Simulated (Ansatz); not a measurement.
Amorphous Ti$_{20}$O$_{41}$Li$_{2}$, 63 atoms at 3.56 g/cm³, one PBE-relaxed geometry, zone centre. Methods: PBE, scalar-relativistic without spin-orbit coupling (Ansatz, a program for electronic structure); r2SCAN, scalar-relativistic without spin-orbit coupling (Ansatz); HSE06, scalar-relativistic without spin-orbit coupling (Ansatz). Plane waves to 420 eV (r2SCAN 500 eV); exact exchange is cut at the cell's faces. At PBE the levels at the filled edge of the gap are localised (band-tail or defect states). All rungs ran without spin polarisation.

The cell was made by melting and quenching with the CHGNet potential and then relaxed with DFT. O atoms were pushed apart under 1.9 Å during the dynamics, to hinder bonds among them. The hot cell started wider than the set density and was brought back towards it in steps. It is the lowest in DFT energy of 2 quenches. It is a model cell: composition and starting density were chosen by hand, and all elements were melted together. No dispersion term was used. Its density started from a set value of 3.56 and ended at 3.56 g/cm³. The simulated quench (nominally 240 K/ps over its main leg) is rapid and tends to freeze in more defects than a deposited or slowly cooled glass has. One small periodic cell is one sample of the glass; other quenches scatter about these values. The volume was held where the preparation left it and the shape relaxed, at a PBE pressure of -0.9 GPa (tension). Stress components on the final sampling reach 1.0 GPa. On a 2×2×2 Γ-centred mesh force components of up to 0.14 eV/Å stay, since the relaxation ran on the zone centre alone.

The relaxation ran on the zone centre alone. At PBE the level gap is 2.60 eV on a 2×2×2 Γ-centred mesh, and the spacing at the zone centre alone 2.64 eV.

Task: What zone-centre spacing does r2SCAN give, roughly?

Result: 2.99 eV (+0.35 eV against PBE).

Task: What zone-centre spacing does HSE06 give, roughly?

Result: 4.18 eV (+1.54 eV against PBE).

The highest filled and the lowest empty state spread over these numbers of atoms (participation numbers): PBE: 9.4 and 15.6; r2SCAN: 9.6 and 14.9; HSE06: 10.5 and 16.4.
